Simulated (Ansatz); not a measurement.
This Ansatz (a quantum-chemistry and plane-wave program) input is the reference run, CdSe in the zinc blende structure (space group F-43m, No. 216), computed with DFT with r2SCAN, PAW potentials and a 500 eV plane-wave cutoff in Ansatz, without spin-orbit coupling:

Ansatz 0.2 input:
```yaml
crystal:
  lattice:
    - [0, 3.0665844325, 3.0665844325]
    - [3.0665844325, 0, 3.0665844325]
    - [3.0665844325, 3.0665844325, 0]
  atoms:
    - { symbol: Cd, position: [0, 0, 0] }
    - { symbol: Se, position: [0.25, 0.25, 0.25] }
basis: { ecutwfc: 500, ecutrho_ratio: 4, xc_grid: 4, fft_grid_basis: typed }
kpoints: { mp_grid: { grid: [9, 9, 9] } }
hamiltonian:
  xc: r2scan
  dispersion: none
  pseudopotentials: { kind: paw }
scf: { occupations: { method: fermi_dirac, width: 0.05 }, convergence: { dr2_threshold: 0.0000000002 } }
output: { forces: true, stress: true }
checkpoint: { write: state.ck, write_every: 1000 }
```

Problem. Write the input for this change: compressive biaxial strain of 1.50 % in the plane normal to [001], as in epitaxy on a mismatched substrate; the out-of-plane cell vector and the atoms relax.

Solution. 
Ansatz 0.2 input:
```yaml
crystal:
  lattice:
    - [4.2717532152, 0, 0]
    - [0, 4.2717532152, 0]
    - [2.1358766076, -2.1358766076, 3.0895838157]
  atoms:
    - { symbol: Cd, position: [0, 0, 0] }
    - { symbol: Se, position: [0.75, 0.75, 0.5] }
basis: { ecutwfc: 500, ecutrho_ratio: 4, xc_grid: 4, fft_grid_basis: typed }
kpoints: { mp_grid: { grid: [9, 9, 9] } }
hamiltonian:
  xc: r2scan
  dispersion: none
  pseudopotentials: { kind: paw }
scf: { occupations: { method: fermi_dirac, width: 0.05 } }
relax: { f_tol: 0.005, max_steps: 50, cell: { stress_tol: 0.01, fix: [a, b, gamma] } }
output: { forces: true, stress: true }
checkpoint: { write: state.ck, write_every: 1000 }
```
This is the input that was run; other choices of cell and start would serve too.

No phonon test of stability was made.
